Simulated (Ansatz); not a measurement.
A relaxation of the atoms of LaAs (I4mm, 2 atoms in the cell) with Ansatz (a first-principles code).

Method: LDA (PW92), default PAW files made with PBE (plane waves; Ansatz).

The change in words: one atom moved by 0.15 angstrom; relax: default → atoms; relax.f_tol: default → 0.001 eV/Å. Reference geometry:
```
LaAs
1.0
    0.00000     3.11458     3.11458
    3.11458     0.00000     3.11458
    3.11458     3.11458     0.00000
La As
1 1
Direct
  0.00000   0.00000   0.00000
  0.50000   0.50000   0.50000
```

Reference input (self-consistent single point, DFT, LDA (PW92), plane waves, default PAW files made with PBE): basis.ecutwfc = 420 eV; kpoints.mp_grid.grid = 9 9 9; hamiltonian.xc = lda; hamiltonian.pseudopotentials = {kind: paw} (the program's default PAW files); scf.occupations.method = gaussian; scf.occupations.width = 0.1 eV. This run's input differs from it in these lines:

```diff
@@ -7,3 +7,3 @@
   atoms:
-    - { symbol: La, position_ang: [0.000000, 0.000000, 0.000000] }
+    - { symbol: La, position_ang: [0.000000, 0.000000, 0.149998] }
     - { symbol: As, position_ang: [3.114580, 3.114580, 3.114580] }
@@ -22,2 +22,4 @@
     width: 0.1
+relax:
+  f_tol: 0.001
 output:
```

The program printed (abridged):

```
   [... SCF lines of the steps left out ...]
relax step   1: F+E_penalty+E_count = -10852.79054350 eV  Δ(F+E_penalty+E_count) = +0.000e0 eV  max|allowed force component| = 3.796e-1 eV/Å  Δτ_max = 0.0000 Å  (6 SCF iters, dr2 threshold 1.00e-7 eV, accepted)
relax step   2: F+E_penalty+E_count = -10852.81496134 eV  Δ(F+E_penalty+E_count) = -2.442e-2 eV  max|allowed force component| = 5.561e-2 eV/Å  Δτ_max = 0.0609 Å  (5 SCF iters, dr2 threshold 9.01e-6 eV, accepted)
relax step   3: F+E_penalty+E_count = -10852.81575126 eV  Δ(F+E_penalty+E_count) = -7.899e-4 eV  max|allowed force component| = 1.292e-3 eV/Å  Δτ_max = 0.0138 Å  (5 SCF iters, dr2 threshold 1.93e-7 eV, accepted)
relax step   4: F+E_penalty+E_count = -10852.81575127 eV  Δ(F+E_penalty+E_count) = -1.577e-8 eV  max|allowed force component| = 1.446e-3 eV/Å  Δτ_max = 0.0000 Å  (4 SCF iters, accepted)
relax step   5: F+E_penalty+E_count = -10852.81575180 eV  Δ(F+E_penalty+E_count) = -5.306e-7 eV  max|allowed force component| = 3.591e-6 eV/Å  Δτ_max = 0.0004 Å  (4 SCF iters, accepted)
the relaxation is at rest under the 8 symmetry operations that the run kept from its start: a minimum is not shown …
Stability not checked: this state was not tested for a lower state beside it, because too few of the mixer's solves of this state at the end of the SCF gave a …
Free energy (F): -10852.815752 eV
Internal energy: -10852.814759 eV  (E = F + TS)
E sigma→0 (E₀):  -10852.815256 eV
Entropy (-TS):   -0.000992 eV (-0.496 meV/atom)
Fermi energy:    9.201762 eV
--- Forces (eV/Å), atoms counted from 1 ---
  atom   1  La     0.00000000     0.00000000     0.00000101
   [... lines left out ...]
--- Relaxed structure (5 steps of the walk, 5 accepted, 0 SCFs on fresh bases) ---
  F+E_penalty+E_count = -10852.81575180 eV   max|allowed force component| = 3.591e-6 eV/Å
  atoms:
    - { symbol: La, position: [0.01204003460940162, 0.01204003460940162, -0.01204003460940162] }
    - { symbol: As, position: [0.5120399376501005, 0.5120399376501005, 0.4879600623498995] }
```

The run converged. 

Summary of the result:
- Free energy E − TS (on the zero of these files): -10852.8158 eV
- Fermi level (on the code's own zero): 9.20 eV
- Pressure: -5.14 GPa
- Relaxation steps: 5

The starting cell comes from a database of computed structures (which also holds hypothetical and non-ambient phases and stackings), without a prior relaxation at this level. Its lattice was rescaled by up to half a per cent. For this run, on top of that: one atom moved by 0.15 angstrom. The relaxation keeps the symmetry of its start, so its end need not be a minimum. Ansatz's pressure includes its estimate of the finite-basis (Pulay) stress.

Cost on one core of a shared machine: roughly 40 s.

Keys are those of Ansatz 0.2.
